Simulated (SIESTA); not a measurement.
Band structure of Cu₂As (P4/nmm, 6 atoms in the cell).

```yaml
crystal:
  lattice:
    - [3.73659, 0.00000, 0.00000]
    - [0.00000, 3.73659, 0.00000]
    - [0.00000, 0.00000, 5.82176]
  atoms:
    - { symbol: Cu, position: [0.50000, 0.50000, 0.00000] }
    - { symbol: Cu, position: [0.00000, 0.00000, 0.00000] }
    - { symbol: Cu, position: [0.50000, 0.00000, 0.29996] }
    - { symbol: Cu, position: [0.00000, 0.50000, 0.70004] }
    - { symbol: As, position: [0.50000, 0.00000, 0.71301] }
    - { symbol: As, position: [0.00000, 0.50000, 0.28699] }
```

Computed with GGA PBEsol, numerical atomic orbitals DZP, PseudoDojo PBEsol standard norm-conserving potentials (rewritten from UPF to PSML) in SIESTA.

Settings: XC.functional = GGA; XC.authors = PBEsol; potentials = PseudoDojo PBEsol standard; PAO.BasisSize = DZP; PAO.EnergyShift = 0.01 Ry; MeshCutoff = 300 Ry; kgrid.MonkhorstPack = 7 7 5; OccupationFunction = FD; ElectronicTemperature = 100 meV; MaxSCFIterations = 150; SCF.Mixer.Method = Broyden; SCF.Mixer.Weight = 0.2; SCF.Mixer.History = 8; SCF.DM.Tolerance = 1.0E-05.

The starting cell comes from a database of computed structures (which also holds hypothetical and non-ambient phases and stackings), without a prior relaxation at this level. Its lattice was rescaled by a random factor within 2.5 % of one. Spin polarisation is off. Values carry the incompleteness of an atom-centred basis. The run gives no clean gap (levels at the Fermi energy touch, overlap or are partly filled at this smearing), which alone does not show that the compound is a metal.

Levels in eV from the Fermi level, bands 50 to 55:
| point | 50 | 51 | 52 | 53 | 54 | 55 |
|---|---|---|---|---|---|---|
| Γ | -2.52 | -2.39 | -0.71 | 0.90 | 0.90 | 1.32 |
| X | -2.13 | -1.62 | -1.62 | 0.99 | 0.99 | 3.85 |
| M | -2.32 | -2.12 | -2.12 | -2.12 | -2.12 | 0.23 |
| Z | -1.47 | -1.04 | -1.04 | -0.25 | -0.25 | 2.49 |
| R | -2.44 | 0.48 | 0.48 | 1.40 | 1.40 | 1.79 |
| A | -2.57 | -2.37 | -2.37 | -1.78 | -1.78 | 3.31 |

Bands cross the Fermi level along this path, so the cell is metallic at this level.

Higher empty bands are left out: an atom-centred basis made for the valence describes them poorly.
